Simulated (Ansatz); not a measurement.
Troubleshooting Ansatz (a program for electronic structure): a failed run on HfB2 (P6/mmm, 3 atoms in the cell). The aim is a self-consistent single point with DFT, revPBE, plane waves, default PAW files made with PBE.

This input was run:

Ansatz 0.2 input:
```yaml
crystal:
  lattice:
    - [3.108558, 0.000000, 0.000000]
    - [-1.554279, 2.692090, 0.000000]
    - [0.000000, 0.000000, 3.452420]
  atoms:
    - { symbol: Hf, position: [0.000000, 0.000000, 0.000000] }
    - { symbol: B, position: [0.333333, 0.666667, 0.500000] }
    - { symbol: B, position: [0.666667, 0.333333, 0.500000] }
kpoints:
  mp_grid:
    grid: [12, 12, 10]
hamiltonain:
  xc: revpbe
  pseudopotentials:
    kind: paw
scf:
  occupations:
    method: gaussian
    width: 0.02 Ry
output:
  forces: true
  eigenvalues: true
  stress: true
```

Output, abridged:

```
Error: YAML parse error: error: line 13 column 1: unknown field `hamiltonain`, expected one of crystal, accuracy, basis, kpoints, hamiltonian, magnetization, projection, total_charge, correlation, batch, efield, external_charges, scf, relax, neb, saddle, md, ramp, phonons, dielectric, real_time, elastic, magnetic_configurations, gw, evaluate, workflow, output, checkpoint, execution
  --> <input>:13:1
   |
11 |   mp_grid:
12 |     grid: [12, 12, 10]
13 | hamiltonain:
   | ^ unknown field `hamiltonain`, expected one of crystal, accuracy, basis, kpoints, hamiltonian, magnetization, projection, total_charge, correlation, [...]
14 |   xc: revpbe
15 |   pseudopotentials:
   |
```

### Question
Read the log: what does the program object to, and what is the fix?

### Answer
The program does not know the word hamiltonain. To fix it, write hamiltonian. The program stopped before any SCF iteration.

An input that runs soundly differs in these lines (not the only fix; some lines may just follow from the change or write a value another way):
```diff
-hamiltonain:
+hamiltonian:
```

With that input, the run converged in 6 iterations: free energy E − TS (on the zero of these files) -16046.5524 eV; Fermi level (on the code's own zero) 21.27 eV; pressure 12.28 GPa (DFT, revPBE, plane waves, default PAW files made with PBE).

On the sound input: the starting cell comes from a database of computed structures (which also holds hypothetical and non-ambient phases and stackings), without a prior relaxation at this level. Its lattice was rescaled by a random factor within 2.5 % of one. With a pressure of about 12 GPa the cell is away from its equilibrium volume at this level. Ansatz's pressure includes its estimate of the finite-basis (Pulay) stress.
